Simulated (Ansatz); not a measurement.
**The (30-31) surface of hcp Sc in its 1x1 cell, outermost plane spacing 0.47 Å in the ideal cut**

Calculation: r2SCAN, at the PBE geometry (plane waves to 500 eV, PAW; Ansatz, a program for electronic structure).

Model: 24-atom slab, 10.8 Å thick at the start, 11x3x1 mesh, Fermi-Dirac 0.1 eV, dipole correction, single point; on the structure that PBE left under its start's symmetry; no spin, no spin-orbit, no U.

surface energy (mean of both faces): 1.32 J/m²
work function of the top face: 3.50 eV
cost: roughly 14 core-minutes
